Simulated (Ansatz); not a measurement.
Amorphous Si$_{24}$O$_{51}$B$_{2}$, 77 atoms at 2.18 g/cm³, one PBE-relaxed geometry, zone centre. Methods: PBE, scalar-relativistic without spin-orbit coupling (Ansatz, an electronic-structure program); r2SCAN, scalar-relativistic without spin-orbit coupling (Ansatz); HSE06, scalar-relativistic without spin-orbit coupling (Ansatz). Plane waves to 420 eV (r2SCAN 500 eV); exact exchange is cut at the cell's faces. At PBE the levels at the filled edge of the gap are localised (band-tail or defect states), and the nearest spread-out levels lie 5.4 eV apart at the zone centre. All rungs ran without spin polarisation.

A CHGNet melt-quench gave the starting glass, which DFT then relaxed. O atoms were pushed apart under 1.9 Å during the dynamics, to hinder bonds among them. The hot cell started wider than the set density and was brought back towards it in steps. It is the lowest in DFT energy of 2 quenches. It is a model cell: composition and starting density were chosen by hand, and all elements were melted together. No dispersion term was used. Its density started from a set value of 2.18 and ended at 2.18 g/cm³. The simulated quench (nominally 480 K/ps over its main leg) is rapid and tends to freeze in more defects than a deposited or slowly cooled glass has. Values belong to this one cell and scatter from quench to quench. The volume was held where the preparation left it and the shape relaxed, at a PBE pressure of 0.3 GPa.

The relaxation ran on the zone centre alone. At PBE the level gap is 5.00 eV on a 2×2×2 Γ-centred mesh, and the spacing at the zone centre alone 4.99 eV.

Question: What zone-centre spacing does r2SCAN give, roughly?

Answer: 5.69 eV (+0.69 eV against PBE).

Question: What zone-centre spacing does HSE06 give, roughly?

Answer: 6.82 eV (+1.82 eV against PBE).

The highest filled and the lowest empty state spread over these numbers of atoms (participation numbers): PBE: 7.9 and 59.6; r2SCAN: 7.8 and 62.0; HSE06: 8.5 and 60.2.
